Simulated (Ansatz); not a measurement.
## Lu (P6_3/mmc): resistivity and electron-phonon coupling

Data:

```xyz
2
Lattice="3.4423 0.0000 0.0000 -1.7212 2.9811 0.0000 0.0000 0.0000 5.3431" Properties=species:S:1:pos:R:3 pbc="T T T"
Lu     0.0000     1.9874     1.3358
Lu     1.7212     0.9937     4.0073
```

These are PBEsol, DFPT electron-phonon coupling, linearised Boltzmann equation (plane waves, PAW, scalar-relativistic; Ansatz, a first-principles code) values and carry that method's errors. Geometry: relaxed with this functional, without spin-orbit coupling.

The resistivity at 300 K is 53 (x), 53 (y), 24 (z) μΩ·cm. The resistivity at 77 K is 11.2 (x), 11.2 (y), 5.2 (z) μΩ·cm, the electron mean free path at 300 K (weighted by the current that each state carries) is 2.8 (x), 2.8 (y), 2.6 (z) nm and the resistivity times mean free path for one path shared by all states (from the Fermi surface's area) is 13.5 (x), 13.5 (y), 5.9 (z) ×10⁻¹⁶ Ω·m². The electron-phonon coupling λ comes out as 0.57 and the transport coupling λ_tr is 0.63. The logarithmic mean phonon energy is 9.0 meV and the density of states at the Fermi level is 1.54 states/(eV·spin·cell). The drude plasma energy is 3.7 (x), 3.7 (y), 5.5 (z) eV and the Tc for μ* = 0.10 (anisotropic Eliashberg) is 2.1 K. The Tc for μ* = 0.13 (anisotropic Eliashberg) comes out as 1.38 K.

A metal at this level (no band gap). Only scattering by harmonic phonons is included (no impurities, grain boundaries, electron-electron scattering or thermal expansion). Spin-orbit coupling is left out, which matters with elements this heavy. The run warned that the eigensolver left some states short of its tolerance. Halving the electron mesh (28x28x16) moves the resistivity by up to 5 % at 300 K, the mean free path by up to 5 %, the coupling by up to 2 %, Tc by up to 1 %. Smearing 0.20 eV; phonons on a 5x5x3 q mesh, which this run doesn't test and which matters most at low temperature. Tc comes from the anisotropic Migdal-Eliashberg equations with μ*, a chosen number, referred to 9.7 meV.
